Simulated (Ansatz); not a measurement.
Input:

```xyz
10
Lattice="0.0000 5.5466 5.7953 5.5466 0.0000 5.7953 5.5466 5.5466 0.0000" Properties=species:S:1:pos:R:3 pbc="T T T"
Cs     2.7733     2.7733     2.8977
Cs     8.3199     8.3199     8.6930
Ag     5.5466     5.5466     5.7953
Bi     0.0000     0.0000     0.0000
Br     2.8377     5.5466     5.7953
Br     8.2556     5.5466     5.7953
Br     5.5466     2.8377     5.7953
Br     5.5466     8.2556     5.7953
Br     5.5466     5.5466     2.8715
Br     5.5466     5.5466     8.7192
```

No spin polarisation.

Computed with PBEsol, PAW, 420 eV (Ansatz, a quantum-chemistry and plane-wave program; no SOC). k-mesh 5×5×5 (Γ-centred); smearing 0.05 eV (Fermi–Dirac).

Problem. Predict the band gap, space group, hole mass and gap character.

Solution. 
- Band gap = 1.01 eV
- Space group = I4/mmm (No. 139)
- Hole mass = 0.17 mₑ along x, 0.34 mₑ along y, 1.7 mₑ along z (at X)
- Gap character = indirect, X → N

Spin-orbit coupling, missing from the scalar runs, can matter with Bi. Load acts through the strain it causes; cell and atoms are relaxed under it. Masses are band curvatures over ±0.01 Å⁻¹ around the edge. Beyond what the load breaks, stability against distortions was not tested. The cell was made from Cs$_{2}$AgBiBr$_{6}$ (space group Fm-3m, No. 225) by this change: uniaxial stress, 1 GPa tension along z.
